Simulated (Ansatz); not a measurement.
The parent structure is BeS in the zinc blende structure (space group F-43m, No. 216).

```
CELL_PARAMETERS angstrom
      0.00000     2.43806     2.43806
      2.43806     0.00000     2.43806
      2.43806     2.43806     0.00000
ATOMIC_POSITIONS crystal
  Be 0.00000 0.00000 0.00000
  S  0.25000 0.25000 0.25000
```

The values are results of PBE/PAW in Ansatz (a first-principles code), without spin-orbit coupling, not measurements.

Before the change:

| Item | Value |
|---|---|
| Band gap | 3.15 eV |
| Hole mass | 0.34, 0.57, 0.57 mₑ (at Γ) |

It is then changed as follows: a negative pressure, −1 GPa.

Question: What does the calculation give for the band gap and hole mass after the change?

Answer: The band gap goes up by 0.02 eV to 3.17 eV; the hole mass (degenerate bands, along [100]) goes from 0.34, 0.57, 0.57 mₑ (at Γ) to 0.33, 0.58, 0.58 mₑ (at Γ).

Load acts through the strain it causes; cell and atoms are relaxed under it. Masses are band curvatures over ±0.01 Å⁻¹ around the edge. Whether these cells are dynamically stable was not tested.
